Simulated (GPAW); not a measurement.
# Converging the k-point mesh at a smearing width of 0.02 eV: Sb (Pm-3m, 1 atom in the cell)

```yaml
crystal:
  lattice:
    - [3.07409, 0.00000, 0.00000]
    - [0.00000, 3.07409, 0.00000]
    - [0.00000, 0.00000, 3.07409]
  atoms:
    - { symbol: Sb, position: [0.00000, 0.00000, 0.00000] }
```

Computed with PBEsol, GPAW PAW datasets PBEsol (made by gpaw-setup) (plane waves; GPAW).

Base settings: mode = pw; ecut = 550 eV; xc = PBEsol; kpts = 9 9 9; mesh shift (steps) = 0 0 0; occupations.name = methfessel-paxton; occupations.width = 0.1 eV; occupations.order = 0; nbands = -5; symmetry.symmorphic = false.

In this ladder: occupations.width = 0.02 eV.

Only quantities that move along the ladder and can be compared are tabulated.

The count of work is k-points × plane waves × bands × iterations; it is no time. Core times come from one kind of shared machine, to one figure; runs under 30 s give none.

The starting cell comes from a database of computed structures (which also holds hypothetical and non-ambient phases and stackings), without a prior relaxation at this level. Its lattice was rescaled by up to half a per cent.

Steps (kpts): 4 4 4; 5 5 5; 6 6 6; 7 7 7; 8 8 8; 10 10 10; 12 12 12; 14 14 14; 17 17 17; 21 21 21; 25 25 25.

Task: What is the coarsest kpts that holds the pressure within 0.5 GPa of the last step, with all finer ones?

Result: 5 5 5, at 0.020 of the last step's count of work; the step before is off by 0.97 GPa.

Task: What is the coarsest kpts that holds the free energy within 2 meV/atom?

Result: Not settled: the last two steps still differ by 1.4 meV/atom, over half the tolerance, so the ladder does not show it.

| kpts | free energy less the last step's (meV/atom) | pressure (GPa) | count of work / last | core time / last (rough) |
|---|---|---|---|---|
| 4 4 4 | 383.84 | -2.13 | 0.022 | – |
| 5 5 5 | 104.43 | -0.91 | 0.020 | – |
| 6 6 6 | -19.03 | -1.53 | 0.048 | – |
| 7 7 7 | -25.30 | -1.22 | 0.052 | – |
| 8 8 8 | 21.83 | -0.79 | 0.077 | – |
| 10 10 10 | -9.99 | -1.39 | 0.12 | – |
| 12 12 12 | 16.86 | -1.06 | 0.20 | – |
| 14 14 14 | 0.19 | -1.24 | 0.29 | 0.3 |
| 17 17 17 | 5.30 | -1.30 | 0.36 | – |
| 21 21 21 | -1.39 | -1.35 | 0.63 | 0.4 |
| 25 25 25 | 0.00 | -1.15 | 1.0 | 1 |
